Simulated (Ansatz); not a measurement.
MoS2, pressure series

The parent structure is MoS2 in the 2H-MoS2 type structure (space group P6_3/mmc, No. 194; layered, stacked along the Cartesian z axis).

```xyz
6
Lattice="3.1494 0.0000 0.0000 -1.5747 2.7274 0.0000 0.0000 0.0000 12.0903" Properties=species:S:1:pos:R:3 pbc="T T T"
Mo     0.0000     1.8183     3.0226
Mo     1.5747     0.9091     9.0677
S      0.0000     1.8183     7.5019
S      1.5747     0.9091     1.4568
S      1.5747     0.9091     4.5884
S      0.0000     1.8183    10.6335
```

Cell and atoms are relaxed at each pressure.

Calculations: Kohn–Sham DFT with the PBE-D3(BJ) functional, run in Ansatz (an electronic-structure program) with PAW and 420 eV plane waves, no spin-orbit coupling.

Candidates:
(a) pressure −2 GPa
(b) pressure 100 GPa
(c) pressure 3 GPa
(d) pressure 30 GPa

Base values:

| Property | Value |
|---|---|
| c/a ratio | 3.839 |

### Question
Order them by c/a ratio, lowest first.

### Answer
(d) pressure 30 GPa (3.619), (b) pressure 100 GPa (3.689), (c) pressure 3 GPa (3.749), (a) pressure −2 GPa (4.013)

A case with no gap was solved on a k-mesh chosen for an insulator, which is coarse for it. Load acts through the strain it causes; cell and atoms are relaxed under it. No phonon test of stability was made. No other phases were tried under pressure. The final runs are not spin-polarised.
